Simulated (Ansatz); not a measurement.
## How far PBE and r2SCAN part for GaP, Ga → In

The reference is GaP in the zinc blende structure (space group F-43m, No. 216; a = 5.5060 Å).

(Cell as relaxed with PBE.)

Levels (all Ansatz, a quantum-chemistry and plane-wave program, PAW): PBE (420 eV, spin-orbit coupling left out); r2SCAN (500 eV, without spin-orbit coupling).

Each level relaxes its own structure.

```csv
base,PBE,r2SCAN
volume per atom,20.87 Å³,20.25 Å³
lattice parameter a,550.6 pm,545.1 pm
band gap,1.58 eV,1.85 eV
```

Now apply this change: In takes the place of Ga on all its sites; the structure is relaxed again.

| quantity | PBE | r2SCAN |
|---|---|---|
| band gap | 0.44 eV | [?] |
| shortest interatomic distance | 258.1 pm | [?] |

Q: What does r2SCAN give?

A: 
- band gap, r2SCAN: 1.03 eV
- shortest interatomic distance, r2SCAN: 255.8 pm

PBE's band gap lies 0.59 eV below r2SCAN's; PBE's shortest interatomic distance lies 2.3 pm above r2SCAN's (0.9 %). Neither level is exact; r2SCAN is the comparison here, not a measurement.

No phonon test of stability was made.
